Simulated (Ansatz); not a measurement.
## TiSi₂ (space group Fddd, No. 70)

Space group Fddd, origin choice 1 (No. 70); a = 4.7791 Å, b = 8.2295 Å, c = 8.5206 Å, α = 90.00°, β = 90.00°, γ = 90.00°

| atom | site | symmetry | x | y | z |
|---|---|---|---|---|---|
| Si | 16f | .2. | 0.0000 | 0.3375 | 0.0000 |
| Ti | 8a | 222 | 0.0000 | 0.0000 | 0.0000 |
(The calculation used a cell of 6 atoms; values per cell refer to that cell.)

All numbers come from r2SCAN/PAW in Ansatz (a quantum-chemistry and plane-wave program), spin-orbit coupling left out. Γ-centred 13×13×13 mesh, Fermi–Dirac width 0.05 eV.

```yaml
volume_per_atom: 13.96 Å³
density: 4.12 g/cm³
band_gap: zero
total_energy: -1261.363 eV/atom (σ→0; compares only within this code and set-up)
```

Whether these cells are dynamically stable was not tested. All final runs are without spin polarisation.
